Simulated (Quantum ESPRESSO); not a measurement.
```
AlCr4GaC2
1.0
    2.85475     0.00000     0.00000
   -1.42738     2.47229     0.00000
    0.00000     0.00000    12.61409
Al Cr Ga C
1 4 1 2
Direct
  0.66667   0.33333   0.00000
  0.66667   0.33333   0.66468
  0.66667   0.33333   0.33532
  0.33333   0.66667   0.83417
  0.33333   0.66667   0.16583
  0.33333   0.66667   0.50000
  0.00000   0.00000   0.74958
  0.00000   0.00000   0.25042
```

Method: PBEsol, GBRV 1.5 ultrasoft (PBESOL) pseudopotentials (plane waves; Quantum ESPRESSO).

The set-up and first iterations of a Quantum ESPRESSO log for AlCr4GaC2 (P-6m2, 8 atoms in the cell):

```
     Message from routine setup:
     using ibrav=0 with symmetry is DISCOURAGED, use correct ibrav instead
     G-vector sticks info
     --------------------
     sticks:   dense  smooth     PW     G-vecs:    dense   smooth      PW
     Sum         805     397    121                81151    28619    4799

     bravais-lattice index     =            0
     lattice parameter (alat)  =       5.3947  a.u.
     unit-cell volume          =     600.7853 (a.u.)^3
     number of atoms/cell      =            8
     number of atomic types    =            4
     number of electrons       =        86.00
     number of Kohn-Sham states=           52
     kinetic-energy cutoff     =      50.0000  Ry
     charge density cutoff     =     400.0000  Ry
     scf convergence threshold =      1.0E-11
     mixing beta               =       0.7000
     number of iterations used =            8  plain     mixing
     Exchange-correlation= SLA  PW   PSX  PSC
   [... lines left out ...]

   Crystallographic axes

     site n.     atom                  positions (cryst. coord.)
         1        Al     tau(   1) = (  0.6666667  0.3333333  0.0000000  )
         2        Cr     tau(   2) = (  0.6666667  0.3333333  0.6646800  )
         3        Cr     tau(   3) = (  0.6666667  0.3333333  0.3353200  )
         4        Cr     tau(   4) = (  0.3333333  0.6666667  0.8341700  )
         5        Cr     tau(   5) = (  0.3333333  0.6666667  0.1658300  )
         6        Ga     tau(   6) = (  0.3333333  0.6666667  0.5000000  )
         7        C      tau(   7) = (  0.0000000  0.0000000  0.7495800  )
         8        C      tau(   8) = (  0.0000000  0.0000000  0.2504200  )

     number of k points=    16  Methfessel-Paxton smearing, width (Ry)=  0.0221
                       cart. coord. in units 2pi/alat
        k(    1) = (   0.0000000   0.0000000   0.0000000), wk =   0.0204082
        k(    2) = (   0.0000000   0.0000000  -0.1131572), wk =   0.0204082
        k(    3) = (   0.0000000   0.1649572   0.0000000), wk =   0.1224490
   [... 13 lines left out ...]

     Dense  grid:    81151 G-vectors     FFT dimensions: (  36,  36, 160)

     Smooth grid:    28619 G-vectors     FFT dimensions: (  25,  25, 108)

     Initial potential from superposition of free atoms

     starting charge      80.9975, renormalised to      86.0000

     negative rho (up, down):  3.591E-03 0.000E+00
     Self-consistent Calculation

     iteration #  1     ecut=    50.00 Ry     beta= 0.70

---- Real-time Memory Report at c_bands before calling an iterative solver
           313 MiB given to the printing process from OS
           110 MiB allocation reported by mallinfo(arena+hblkhd)
------------------

     negative rho (up, down):  5.308E-03 0.000E+00

     total energy              =   -1019.41263216 Ry
     estimated scf accuracy    <     150.65362812 Ry

     iteration #  2     ecut=    50.00 Ry     beta= 0.70

---- Real-time Memory Report at c_bands before calling an iterative solver
           380 MiB given to the printing process from OS
           138 MiB allocation reported by mallinfo(arena+hblkhd)
------------------
     c_bands:  1 eigenvalues not converged
     c_bands:  1 eigenvalues not converged
     c_bands:  1 eigenvalues not converged
     c_bands:  1 eigenvalues not converged

     negative rho (up, down):  5.468E-03 0.000E+00

     total energy              =    -936.42468334 Ry
     estimated scf accuracy    <    3951.52369529 Ry

     iteration #  3     ecut=    50.00 Ry     beta= 0.70

---- Real-time Memory Report at c_bands before calling an iterative solver
           383 MiB given to the printing process from OS
           139 MiB allocation reported by mallinfo(arena+hblkhd)
------------------

     negative rho (up, down):  3.656E-03 0.000E+00

     total energy              =   -1127.32452250 Ry
   [... lines left out ...]
```

Q: How does the run end?

A: The run converged in 25 iterations. Its thresholds were met; that alone does not show that basis and mesh suffice. Warnings to mind: c_bands:  1 eigenvalues not converged. It ends on: free energy E − TS -15596.1155 eV; Fermi level (on the code's own zero) 15.69 eV; pressure -7.74 GPa; largest force (vector length) 0.445 eV/Å. The log goes on:

```
   [... 20 blocks of this kind left out ...]

     iteration # 24     ecut=    50.00 Ry     beta= 0.70

---- Real-time Memory Report at c_bands before calling an iterative solver
           392 MiB given to the printing process from OS
           145 MiB allocation reported by mallinfo(arena+hblkhd)
------------------

     negative rho (up, down):  3.806E-03 0.000E+00

     total energy              =   -1146.29334966 Ry
     estimated scf accuracy    <          1.2E-11 Ry

     iteration # 25     ecut=    50.00 Ry     beta= 0.70

---- Real-time Memory Report at c_bands before calling an iterative solver
           392 MiB given to the printing process from OS
           145 MiB allocation reported by mallinfo(arena+hblkhd)
------------------

     negative rho (up, down):  3.806E-03 0.000E+00
     End of self-consistent calculation

     the Fermi energy is    15.6920 ev

!    total energy              =   -1146.29334966 Ry
     estimated scf accuracy    <          7.0E-12 Ry
     smearing contrib. (-TS)   =       0.00128388 Ry
     internal energy E=F+TS    =   -1146.29463354 Ry

     convergence has been achieved in  25 iterations

     negative rho (up, down):  3.806E-03 0.000E+00

     Forces acting on atoms (cartesian axes, Ry/au):

     atom    1 type  1   force =     0.00000000   -0.00000000    0.00000000
     atom    2 type  2   force =     0.00000000    0.00000000    0.01239926
     atom    3 type  2   force =     0.00000000    0.00000000   -0.01239926
     atom    4 type  2   force =     0.00000000   -0.00000000   -0.01730374
     atom    5 type  2   force =     0.00000000    0.00000000    0.01730374
     atom    6 type  3   force =     0.00000000   -0.00000000    0.00000000
   [... lines left out ...]

     Total force =     0.030159     Total SCF correction =     0.000007

     negative rho (up, down):  3.806E-03 0.000E+00
          total   stress  (Ry/bohr**3)                   (kbar)     P=      -77.41
  -0.00053939   0.00000000   0.00000000          -79.35        0.00        0.00
   0.00000000  -0.00053939  -0.00000000            0.00      -79.35       -0.00
   0.00000000   0.00000000  -0.00049996            0.00        0.00      -73.55

   JOB DONE.
```

For comparison: a first run was changed to give this one (smearing: cold → mp; degauss: 0.0147 Ry → 0.02205 Ry), and from it to this one the free energy goes up by 1.7 meV/atom, the pressure hardly changes (-7.76 to -7.74 GPa) and the largest force goes from 0.421 to 0.445 eV/Å.

The starting cell comes from a database of computed structures (which also holds hypothetical and non-ambient phases and stackings), without a prior relaxation at this level. Its lattice was rescaled by a random factor within 2.5 % of one. Spin polarisation is off. With a pressure of about -8 GPa the cell is away from its equilibrium volume at this level.

The run was DFT, PBEsol, plane waves, GBRV 1.5 ultrasoft (PBESOL) pseudopotentials. Main settings of its input:

- ecutwfc: 50 Ry
- ecutrho: 400 Ry
- occupations: smearing
- smearing: mp
- degauss: 0.02205 Ry
- K_POINTS: automatic 7 7 2 0 0 0
- conv_thr: 1e-11 Ry
- mixing_beta: 0.7
